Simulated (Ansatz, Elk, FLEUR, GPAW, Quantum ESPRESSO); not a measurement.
Code comparison for LaCoSi (P4/nmm, 6 atoms in the cell)

Self-consistent single point.

```
LaCoSi
1.0
    4.06113     0.00000     0.00000
    0.00000     4.06113     0.00000
    0.00000     0.00000     7.30428
La Co Si
2 2 2
Direct
  0.00000   0.50000   0.30482
  0.50000   0.00000   0.69518
  0.00000   0.00000   0.00000
  0.50000   0.50000   0.00000
  0.00000   0.50000   0.84600
  0.50000   0.00000   0.15400
```
Moments meant for the start (each program seeds them in its own way; μB, in the order of the atoms La La Co Co Si Si): 0.0 0.0 3.0 3.0 0.0 0.0.

All programs got the same cell, k-point mesh and kind of occupations, and the same starting moments (in Ansatz's words: kpoints.mp_grid.grid = 5 5 3; magnetization.spin_polarized = true; scf.occupations.method = gaussian; scf.occupations.width = 0.1 eV); potentials, basis and cutoffs are each program's usual ones.

```json
[
 {"code": "Ansatz", "model": "LDA (PW92), PAW files made with PBE", "pressure (GPa)": "-5.57", "largest force (eV/Å)": "0.139", "size of the net moment (μB/atom)": "0.10", "cutoff": "default"},
 {"code": "Quantum ESPRESSO", "model": "LDA (PZ), GBRV 1.5 ultrasoft (LDA) pseudopotentials", "pressure (GPa)": "-5.66", "largest force (eV/Å)": "0.133", "size of the net moment (μB/atom)": "0.10", "cutoff": "50 Ry"},
 {"code": "GPAW", "model": "LDA (Perdew-Wang 92), GPAW PAW datasets LDA (gpaw-data 1.0.1)", "pressure (GPa)": "-5.10", "largest force (eV/Å)": "0.105", "size of the net moment (μB/atom)": "0.10", "cutoff": "800 eV"},
 {"code": "Elk", "model": "LDA (PW92), all-electron FP-LAPW, Elk's shipped species files, APW+lo basis with extra local orbitals", "pressure (GPa)": "–", "largest force (eV/Å)": "–", "size of the net moment (μB/atom)": "0.10", "cutoff": "rgkmax 7.5"},
 {"code": "FLEUR", "model": "LDA (Vosko-Wilk-Nusair), all-electron FLAPW (FLEUR), scalar-relativistic valence", "pressure (GPa)": "–", "largest force (eV/Å)": "0.104", "size of the net moment (μB/atom)": "0.10", "cutoff": "Kmax 4.1 1/bohr"}
]
```

Size of the force on each atom (eV/Å): Sizes of forces hide their directions.

```tsv
code	La1	La2	Co3	Co4	Si5	Si6
Ansatz	0.139	0.139	0.000	0.000	0.031	0.031
Quantum ESPRESSO	0.133	0.133	0.000	0.000	0.022	0.022
GPAW	0.105	0.105	0.000	0.000	0.036	0.036
FLEUR	0.104	0.104	0.000	0.000	0.009	0.009
```

A dash marks a value that a program does not give, or that is left out as unsure.

The spread over the programs that give each value: pressure within 0.56 GPa; largest force within 0.035 eV/Å; size of the net moment within 0.00 μB/atom.

The starting cell comes from a database of computed structures (which also holds hypothetical and non-ambient phases and stackings), without a prior relaxation at this level. On Ansatz's run: The moments shrank to a small part of their start, a low-spin state that need not be the lowest. The program warned that a starting moment was not kept. In the base run, with a pressure of about -6 GPa the cell is away from its equilibrium volume at this level.

Q: Why do the programs differ, and what cannot be compared?

A: Differences of this kind can come from the potentials, where these differ, and from what each basis and cutoff leave unconverged. The valence holds different numbers of electrons (Ansatz (an electronic-structure program) 64, Quantum ESPRESSO 64, GPAW 48, FLEUR 60). The zero of total energies and Fermi levels follows the potentials and each program's conventions, so they are not compared here. Elk and FLEUR treat all electrons, but the usual bases taken here (sphere radii, linearisation, local orbitals, empty states) were not tested for convergence, so the values are no reference for the others. Ansatz's pressure is given at a fixed set of plane waves, as the other plane-wave codes print theirs; with its correction for the finite basis it is -5.54 GPa. The same LDA comes in different parametrisations, which differ slightly. Site moments depend on each program's spheres or projections; the total moment of the cell does not.

Left out of this page: ABINIT (stopped by limits of time or memory).

Keys are those of Ansatz 0.2.
